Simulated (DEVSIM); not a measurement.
Structure: Co/La2O3/p-In0.53Ga0.47As capacitor, at 300 K.

Layer 1 from the left is La2O3, thickness (nm) 19.0. Layer 2 from the left is In0.53Ga0.47As, thickness (nm) 16000, Na (cm⁻³) 1.2e15.

Metal gate on the left, work function 5 eV. Fixed charge at the semiconductor interface -3e10 cm⁻² (in units of +e); no interface traps.

The device is made up for the run: typed textbook-type constants, with dimensions and the other settings drawn at random. Values at 300 K.

La2O3: gap (eV) 5.8, affinity (eV) 1.8, permittivity 27. In0.53Ga0.47As: gap (eV) 0.74, affinity (eV) 4.51, permittivity 13.9, Nc (cm⁻³) 2.1e17, Nv (cm⁻³) 7.7e18.

DEVSIM, 1D Poisson equation in equilibrium, Boltzmann statistics, complete ionisation; no quantum confinement or tunnelling. Metal contacts follow the ideal Schottky-Mott rule: no Fermi-level pinning, no interface dipoles.

What does the simulation give for the threshold voltage (band bending 2φF)?

threshold voltage (band bending 2φF) 0.37 V.
